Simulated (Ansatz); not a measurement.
Pressure series in PtGe

The reference is PtGe (space group Pnma, No. 62; a = 5.819 Å, b = 3.757 Å, c = 6.175 Å).

Cell and atoms are relaxed at each pressure.

All numbers come from Ansatz (a first-principles code) PBE, no SOC.

Notes on the quantities. enthalpy: H = E + PV relative to the base's energy.

```tsv
case	density	shortest interatomic distance	enthalpy
base	13.17 g/cm³	2.508 Å	–
pressure 1.8 GPa	13.34 g/cm³	2.504 Å	+0.19 eV/atom
pressure 4.2 GPa	13.54 g/cm³	2.499 Å	+0.44 eV/atom
pressure 9 GPa	13.91 g/cm³	2.490 Å	+0.92 eV/atom
pressure 18 GPa	14.51 g/cm³	2.473 Å	+1.80 eV/atom
```

Load acts through the strain it causes; cell and atoms are relaxed under it. Stability against distortions was not tested. Competing high-pressure phases were not computed. The final runs are not spin-polarised.
